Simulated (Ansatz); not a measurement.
Results of PBEsol (Ansatz, a program for electronic structure, plane waves, PAW) for GaSb (model structure, within 0.1 Å of P6₄22, No. 181, 6 atoms in the cell).

Numerical settings: plane-wave cutoff 520 eV, 18×18×6 k mesh (along the axes of the cell as run), Fermi–Dirac smearing 0.05 eV, scalar-relativistic PAW data made under PBE.

Cell (relaxed at this level):

```xyz
6
Lattice="4.3467 0.0000 0.0000 -2.1734 3.7644 0.0000 0.0000 0.0000 9.4097" Properties=species:S:1:pos:R:3 pbc="T T T"
Ga    -1.0847     1.8788     6.2732
Ga     1.0886     1.8856     0.0000
Ga     2.1694     0.0000     3.1366
Sb    -1.0854     1.8799     1.5683
Sb     1.0880     1.8845     4.7049
Sb     2.1707     0.0000     7.8414
```

### Question
Give the computed bulk modulus B0.

### Answer

bulk modulus B0: 55.9 GPa

The run finds no gap.

Note: the bulk modulus is −V dP/dV from two relaxed cells at ±2 % in volume.

Spin–orbit coupling is not included; it can open a gap where bands touch, and shift volumes and moduli.

Computed values are for the static lattice.

It cost very roughly 13 core-minutes of CPU time.

A model structure was made by putting elements into a prototype or built by hand; it is no filed structure, need not be a known phase, and can be a saddle point held by its symmetry.
